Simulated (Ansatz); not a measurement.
**C under a change: isotropic strain +2.50 %**

Base system: C in the diamond structure (space group Fd-3m, No. 227; a = 3.554 Å).

Perturbation: every lattice vector is stretched by 2.50 %; the atoms relax in the strained cell.

Computed with plane-wave PAW DFT at the PBEsol level (Ansatz, a quantum-chemistry and plane-wave program, 420 eV), without spin-orbit coupling. Γ-centred 16×16×16 mesh, Fermi–Dirac width 0.05 eV.

| quantity | base | changed | shift |
|---|---|---|---|
| volume per atom | 5.61 Å³ | 6.04 Å³ | +0.43 Å³ |
| space group | Fd-3m (No. 227) | Fd-3m (No. 227) | – |
| shortest interatomic distance | 1.539 Å | 1.577 Å | +0.038 Å |
| energy relative to the base (free energy F) | 0 meV/atom | +41 meV/atom | +41 meV/atom |
| pressure | 0.00 GPa | -29.05 GPa | -29.059 GPa |
| band gap | 4.03 eV | 3.87 eV | -0.16 eV |
| width of the top valence band | 8.51 eV | 7.88 eV | -0.63 eV |
| electron mass | 1.6 mₑ along k, 0.29 mₑ across (off the special points) | 1.5 mₑ along k, 0.28 mₑ across (off the special points) | – |
| hole mass (degenerate bands, along [100]) | 0.29, 0.29, 0.52 mₑ (at Γ) | 0.30, 0.30, 0.49 mₑ (at Γ) | – |

Final structure:

```xyz
2
Lattice="0.0000 1.8213 1.8213 1.8213 0.0000 1.8213 1.8213 1.8213 0.0000" Properties=species:S:1:pos:R:3 pbc="T T T"
C      0.0000     0.0000     0.0000
C      0.9107     0.9107     0.9107
```

Effective masses come from finite differences of ±0.01 Å⁻¹. Along k means along the line from Γ to the band edge. No phonon test of stability was made.
